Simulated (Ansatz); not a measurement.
Consider CaSe in the rock salt structure (space group Fm-3m, No. 225).

```xyz
2
Lattice="0.0000 2.9790 2.9790 2.9790 0.0000 2.9790 2.9790 2.9790 0.0000" Properties=species:S:1:pos:R:3 pbc="T T T"
Ca     0.0000     0.0000     0.0000
Se     2.9790     2.9790     2.9790
```

The values are results of DFT with PBE, PAW potentials and a 420 eV plane-wave cutoff in Ansatz (a quantum-chemistry and plane-wave program), scalar-relativistic without spin-orbit coupling, not measurements.

Before the change:

| Quantity | Value |
|---|---|
| Lattice parameter a | 5.958 Å |
| Hole mass | 0.18, 0.99, 0.99 mₑ (at Γ) |
| Width of the top valence band | 1.62 eV |
| Band gap | 2.08 eV |

The change: cell and atoms relaxed at a pressure of 5 GPa.

Predict the new lattice parameter a, hole mass, width of the top valence band and band gap.

The lattice parameter a decreases by 0.171 Å (5.958 Å → 5.787 Å); the hole mass (degenerate bands, along [100]) goes from 0.18, 0.99, 0.99 mₑ (at Γ) to 0.17, 0.89, 0.89 mₑ (at Γ); the width of the top valence band rises by 0.20 eV, from 1.62 eV to 1.82 eV; the band gap falls by 0.22 eV to 1.86 eV.

Load acts through the strain it causes; cell and atoms are relaxed under it. Effective masses come from finite differences of ±0.01 Å⁻¹. Stability against distortions was not tested. No other phases were tried under pressure.
